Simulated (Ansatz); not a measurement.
cubic KTaO3 (0 0 1) on diamond (0 0 1) (film strained to the substrate, started from cuts of the bulks and a machine-learned relaxation; metallic at this level, with no gap by band count; slabs C80 and K6O14Ta4, which can lie off the formulas)

A periodic stack without vacuum, cubic KTaO3 (0 0 1) on diamond (0 0 1) (film strained to the substrate, started from cuts of the bulks and a machine-learned relaxation; metallic at this level, with no gap by band count; slabs C80 and K6O14Ta4, which can lie off the formulas): substrate slab C80, film K6O14Ta4, surface cells [[-3, -1], [-1, -2]] and [[-1, 1], [-1, -1]], film strained by -0.8 and -0.8 %, outermost planes C/C and KO/KO as cut, which need not be the usual terminations and can put a slab off its formula.

The start was prepared with a machine-learned potential, and the result is one local minimum, with the in-plane cell held and forces under 0.04 eV/Å; the film can end far from its bulk form.

The numbers are results of PBE (plane waves to 420 eV, PAW; Ansatz, a first-principles code), not measurements. Scalar-relativistic, without spin–orbit coupling; PBE gaps are too small against experiment. Its k-point mesh 4×4×1, Fermi–Dirac width 0.05 eV.

The interface area comes out as 31.9 Å², the period is 27.77 Å and the heights between the nearest atoms of the two slabs at the two interfaces is 1.25 and 1.25 Å. The C–K contacts across the interfaces within 1.22 times the sum of covalent radii comes out as 8, mean 3.12 Å and the C–O contacts across the interfaces within 1.22 times the sum of covalent radii is 2, mean 1.25 Å. The spin-polarised check at this geometry is keeps a moment, energy -0.11 eV.

```
CELL_PARAMETERS angstrom
      5.64711    -0.00001    -0.00956
     -0.00001     5.64709    -0.01647
      0.05052    -2.71117    27.77987
ATOMIC_POSITIONS crystal
  C  0.81038 0.68190 0.09172
  C  0.40117 0.86810 0.09277
  C  0.59367 0.25846 0.09088
  C  0.20873 0.47601 0.09090
  C  0.99181 0.05329 0.09172
  C  0.64091 0.83951 0.06691
  C  0.16129 0.87098 0.06697
  C  0.40098 0.35185 0.06037
  C  0.04906 0.64306 0.06613
  C  0.75328 0.06686 0.06607
  C  0.90109 0.39889 0.15507
  C  0.50789 0.59719 0.15712
  C  0.69677 0.00186 0.15840
  C  0.29432 0.20260 0.15711
  C  0.10541 0.79922 0.15840
  C  0.70533 0.48332 0.12193
  C  0.31653 0.68026 0.12617
  C  0.48573 0.08893 0.12615
  C  0.09690 0.28167 0.12193
  C  0.90109 0.88598 0.12896
  C  0.80188 0.73105 0.22161
  C  0.40106 0.93189 0.22186
  C  0.60080 0.33217 0.22150
  C  0.20131 0.53127 0.22150
  C  0.00024 0.13249 0.22160
  C  0.60168 0.81525 0.18992
  C  0.20049 0.01696 0.18992
  C  0.40108 0.41580 0.18930
  C  0.00247 0.61372 0.18911
  C  0.79969 0.21770 0.18910
  C  0.90101 0.46355 0.28591
  C  0.50059 0.66374 0.28592
  C  0.70129 0.06339 0.28594
  C  0.30144 0.26337 0.28592
  C  0.10075 0.86374 0.28594
  C  0.70076 0.54776 0.25375
  C  0.30013 0.74783 0.25381
  C  0.50194 0.14754 0.25381
  C  0.10132 0.34755 0.25375
  C  0.90104 0.94766 0.25375
  C  0.80006 0.79548 0.35020
  C  0.40097 0.99536 0.35026
  C  0.60125 0.39525 0.35026
  C  0.20069 0.59546 0.35026
  C  0.00187 0.19518 0.35020
  C  0.60072 0.87962 0.31807
  C  0.20126 0.07927 0.31807
  C  0.40099 0.47946 0.31810
  C  0.00056 0.67964 0.31810
  C  0.80142 0.27928 0.31810
  C  0.90092 0.52722 0.41471
  C  0.50231 0.72532 0.41491
  C  0.70033 0.12777 0.41410
  C  0.29952 0.32931 0.41491
  C  0.10152 0.92606 0.41410
  C  0.70120 0.61085 0.38251
  C  0.30177 0.81053 0.38241
  C  0.50012 0.21197 0.38241
  C  0.10069 0.41175 0.38251
  C  0.90094 0.01113 0.38216
  C  0.81627 0.85409 0.47784
  C  0.40084 0.05704 0.47506
  C  0.59664 0.45970 0.48208
  C  0.20508 0.66135 0.48208
  C  0.98548 0.26277 0.47786
  C  0.60521 0.94118 0.44561
  C  0.19657 0.14382 0.44561
  C  0.40089 0.54415 0.44894
  C  0.00768 0.74043 0.44689
  C  0.79412 0.34585 0.44690
  C  0.90068 0.59082 0.54363
  C  0.54872 0.87622 0.53791
  C  0.66097 0.10335 0.53704
  C  0.25293 0.30007 0.53792
  C  0.14058 0.07194 0.53711
  C  0.70844 0.68473 0.51311
  C  0.31010 0.88980 0.51229
  C  0.49153 0.26119 0.51230
  C  0.09337 0.46720 0.51313
  C  0.90086 0.07496 0.51123
  K  0.39979 0.63845 0.63218
  K  0.90021 0.14019 0.63520
  O  0.39992 0.14772 0.65126
  O  0.89997 0.61196 0.58854
  K  0.39978 0.72302 0.80192
  K  0.89991 0.22210 0.80205
  Ta 0.39997 0.17989 0.71570
  Ta 0.89985 0.69000 0.73629
  O  0.14479 0.43799 0.72294
  O  0.65483 0.92848 0.72293
  O  0.65484 0.43820 0.72276
  O  0.14472 0.92828 0.72276
  O  0.39970 0.22195 0.80168
  O  0.89991 0.72297 0.80230
  K  0.40016 0.80565 0.96878
  K  0.90021 0.30678 0.97178
  Ta 0.39982 0.25518 0.86769
  Ta 0.89987 0.76532 0.88829
  O  0.15483 0.50695 0.88101
  O  0.64473 0.01643 0.88108
  O  0.64477 0.50685 0.88112
  O  0.15482 0.01691 0.88131
  O  0.40020 0.32843 0.01547
  O  0.89954 0.79647 0.95273
```
